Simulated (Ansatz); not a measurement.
Structures of equal composition on the (110) surface of germanium: Si on one of 2 surface atoms, H on every dangling bond; Si on one of 2 atoms of the third shell, H on every dangling bond; Si on one of 2 atoms under the surface, H on every dangling bond. The slabs share one bottom face, and each structure is named by its start. These are constructed structures in small cells; real faces may alloy, dewet or reconstruct in larger ones, and not all known structures of the face are among them. Slabs of about 16 Å with all that they carry, Fermi-Dirac smearing of 0.025 eV. Bottom of the slabs: built like the top, H on every dangling bond, free. Relaxed from the named starts with such symmetry as they have, on meshes of like density; energies extrapolated to zero smearing; no spin-orbit coupling, no U. Spin-polarised runs, if any, are marked in brackets, and their order is one that fits the cell; the others ran without spin. Where a second, spin-polarised start was run, the lower counts.

The numbers are results of PBE (plane waves to 420 eV, PAW; Ansatz, an electronic-structure program), not measurements.

**Question.** Order them by energy per 1x1 cell (lowest first) at the level PBE.

**Answer.** Si on one of 2 surface atoms, H on every dangling bond (0.000 eV), Si on one of 2 atoms under the surface, H on every dangling bond (0.148 eV), Si on one of 2 atoms of the third shell, H on every dangling bond (0.162 eV)
